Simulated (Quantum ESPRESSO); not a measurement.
# Convergence test for Sr2RuN2 (Immm, 5 atoms in the cell)

```xyz
5
Lattice="1.9626 1.9718 6.3503 -1.9626 1.9718 6.3503 -1.9626 -1.9718 6.3503" Properties=species:S:1:pos:R:3 pbc="T T T"
Sr     0.0000     0.0000     1.8067
Sr     0.0000     0.0000    10.8939
Ru     0.0000     0.0000     6.3503
N      0.0000     0.0000     8.1855
N      0.0000     0.0000     4.5151
```

Method of the run: PBEsol, GBRV 1.5 ultrasoft (PBESOL) pseudopotentials (plane waves; Quantum ESPRESSO).

The starting cell comes from a database of computed structures (which also holds hypothetical and non-ambient phases and stackings), without a prior relaxation at this level. Spin polarisation is off. In the base run, with a pressure of about -5 GPa the cell is away from its equilibrium volume at this level.

Held fixed: ecutwfc = 40 Ry; ecutrho = 320 Ry; occupations = smearing; smearing = fd; degauss = 0.0073499 Ry; potentials = {Sr: sr_pbesol_v1.uspp.F.UPF, Ru: ru_pbesol_v1.2.uspp.F.UPF, N: n_pbesol_v1.2.uspp.F.UPF}; K_POINTS = automatic 7 7 7 0 0 0.

ΔF is the free energy per atom less that of the last row (1e-10 Ry).

```csv
conv_thr,ΔF (meV/atom),pressure (GPa),largest force (eV/Å),iterations
0.0073 Ry,1.62,-1.04,0.631,6
0.00073 Ry,0.05,-5.14,0.554,7
7.3e-05 Ry,0.05,-5.14,0.554,7
7.3e-06 Ry,0.00,-4.53,0.553,9
7.3e-07 Ry,0.00,-4.63,0.552,10
7.3e-08 Ry,0.00,-4.63,0.552,10
7.3e-10 Ry,0.00,-4.63,0.551,12
1e-10 Ry,0.00,-4.63,0.551,13
```

Pressure within 0.05 GPa of the last row: from conv_thr = 7.3e-07 Ry on; the one before it is off by 0.092 GPa. The value it settles on is -4.63 GPa at this level of theory and with the other settings as held.

Energy within 1 meV/atom of the last row: from conv_thr = 0.00073 Ry on; the one before it is off by 1.6 meV/atom.
